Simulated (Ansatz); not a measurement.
The reference is ZrO2 (space group P4_2/nmc, No. 137; a = 3.584 Å, c = 5.177 Å).

Computed with PBEsol/PAW in Ansatz (a quantum-chemistry and plane-wave program), spin-orbit coupling left out.

For the base:

Gap between the host's bands: 4.00 eV
Gap character: indirect, M–Γ (56 % along) → Γ

Modification: 0.333 electrons added to each cell, a density of 5.0×10^21 cm⁻³, with a uniform compensating background at fixed cell and a 300 K Fermi–Dirac width.

### Question
Estimate the effect on the Fermi level from band edge, gap between the host's bands and gap character.

### Answer
The Fermi level relative to the doped band's edge (positive inside the band; to 0.05 eV) is +0.50 eV; the gap between the host's bands increases by 0.11 eV (4.00 eV → 4.11 eV); the gap character is still indirect, M–Γ (56 % along) → Γ.

Carriers are added with a uniform compensating background; total energy and stress of such cells depend on the potential's zero and are not compared; many-body gap narrowing is missing at this level. Stability against distortions was not tested. This is not the structure that ZrO2 has at room temperature and ambient pressure.
